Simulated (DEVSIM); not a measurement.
Device: illuminated Si n-on-p cell, one wavelength, with a back-surface field, at 350 K.

| layer (left to right) | material | thickness (μm) | Nd (cm⁻³) | Na (cm⁻³) | τn (s) | τp (s) | absorption coefficient (cm⁻¹) |
|---|---|---|---|---|---|---|---|
| 1 | Si | 0.800 | 4.7e18 | - | 1.2e-5 | 1.1e-5 | 4100 |
| 2 | Si | 26.0 | - | 1e16 | 2.1e-5 | 2.1e-5 | 4100 |
| 3 | Si | 1.70 | - | 8.6e18 | 2.1e-5 | 2.1e-5 | 4100 |

Left contact: ohmic, minority hole recombination velocity 6e6 cm/s. Right contact: ohmic, minority electron recombination velocity 50 cm/s. Voltage is applied to the left contact. Recombination: SRH at mid-gap, radiative, Auger. Gap narrowing is on: ΔEg = 6.92 meV × (l + √(l² + 0.5)), l = ln(N/1.3e17 cm⁻³), shared equally by both band edges. Light enters at the left, 2.2e18 photons cm⁻² s⁻¹, one pass, no reflection. Mobility is μmin + (μ − μmin)/(1 + (N/Nref)^α).

Constants are typed, rounded textbook-type inputs, not results; the design itself was drawn at random and stands for no fabricated device. Values at 300 K; Nc and Nv go as T^1.5, mobilities as T to minus their exponent, the gap by Varshni's rule with the affinity fixed.

```tsv
parameter	Si
gap (eV)	1.124
affinity (eV)	4.05
permittivity	11.7
Nc (cm⁻³)	2.86e19
Nv (cm⁻³)	3.1e19
μn (cm²/Vs)	1417
μp (cm²/Vs)	470
μn,min	52
μp,min	45
Nref,n	9.7e16
Nref,p	2.2e17
αn	0.68
αp	0.72
T exponent of μn	2.3
T exponent of μp	2.2
B (cm³/s)	4.7e-15
Cn (cm⁶/s)	2.8e-31
Cp (cm⁶/s)	9.9e-32
Varshni α (eV/K)	0.000473
Varshni β (K)	636
```

DEVSIM, 1D drift-diffusion, Boltzmann statistics, complete ionisation; no tunnelling, impact ionisation, image-force lowering or self-heating.

Base results: dark forward voltage at 100 A/cm² (V) 0.799; open-circuit voltage (V) 0.592; fill factor 0.80; largest power (mW/cm²) 142.

Problem. What follows from this one change: temperature 350 → 500 K?

Solution. dark forward voltage at 100 A/cm² 0.799 → 0.598 V; open-circuit voltage 0.592 → 0.294 V; fill factor 0.80 → 0.60; largest power 142 → 52.5 mW/cm².

Problem. What follows from this one change: doping Na of layer 2 1e+16 → 3e+14 cm^-3?

Solution. dark forward voltage at 100 A/cm² little changed (0.798 V); open-circuit voltage little changed (0.590 V); fill factor 0.80 → 0.76; largest power 142 → 136 mW/cm².

Problem. What follows from this one change: thickness of layer 2 26 → 9.1 μm?

Solution. dark forward voltage at 100 A/cm² 0.799 → 0.784 V; open-circuit voltage little changed (0.595 V); fill factor little changed (0.80); largest power little changed (142 mW/cm²).

Problem. What follows from this one change: constant mobility in place of the doping-dependent one?

Solution. dark forward voltage at 100 A/cm² 0.799 → 0.773 V; open-circuit voltage 0.592 → 0.552 V; fill factor little changed (0.79); largest power 142 → 132 mW/cm².
